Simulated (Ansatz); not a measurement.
A computed series for Sr3AsN: carrier doping

The reference is Sr3AsN in the anti-perovskite structure (space group Pm-3m, No. 221; a cell from a computed database, its experimental status unchecked).

```
Sr3AsN
1.0
    5.04128     0.00000     0.00000
    0.00000     5.04128     0.00000
    0.00000     0.00000     5.04128
Sr As N
3 1 1
Direct
  0.00000   0.50000   0.50000
  0.50000   0.00000   0.50000
  0.50000   0.50000   0.00000
  0.00000   0.00000   0.00000
  0.50000   0.50000   0.50000
```

Carriers are added at fixed cell with a uniform background; the Fermi–Dirac width is that of 300 K.

Method: PBEsol in Ansatz (plane waves to 420 eV, PAW, no SOC).

Notes on the quantities. Fermi level from band edge: Fermi level relative to the doped band's edge (positive inside the band; to 0.05 eV).

```json
[
 {"variant": "undoped", "gap between the host's bands": "0.38 eV", "Fermi level from band edge": "–"},
 {"variant": "electrons 3.0×10^21 cm⁻³", "gap between the host's bands": "0.41 eV", "Fermi level from band edge": "+0.80 eV"},
 {"variant": "electrons 5.0×10^21 cm⁻³", "gap between the host's bands": "0.44 eV", "Fermi level from band edge": "+1.00 eV"},
 {"variant": "electrons 7.0×10^21 cm⁻³", "gap between the host's bands": "0.45 eV", "Fermi level from band edge": "+1.20 eV"},
 {"variant": "holes 3.0×10^21 cm⁻³", "gap between the host's bands": "0.77 eV", "Fermi level from band edge": "+0.50 eV"},
 {"variant": "holes 5.0×10^21 cm⁻³", "gap between the host's bands": "0.92 eV", "Fermi level from band edge": "+0.60 eV"},
 {"variant": "holes 7.0×10^21 cm⁻³", "gap between the host's bands": "1.04 eV", "Fermi level from band edge": "+0.65 eV"}
]
```

Charged cell with a jellium background: band edges are those of the host's band count, energies are not comparable with the neutral cell, and many-body gap narrowing is missing. No phonon test of stability was made.

Ansatz is a program for electronic structure.
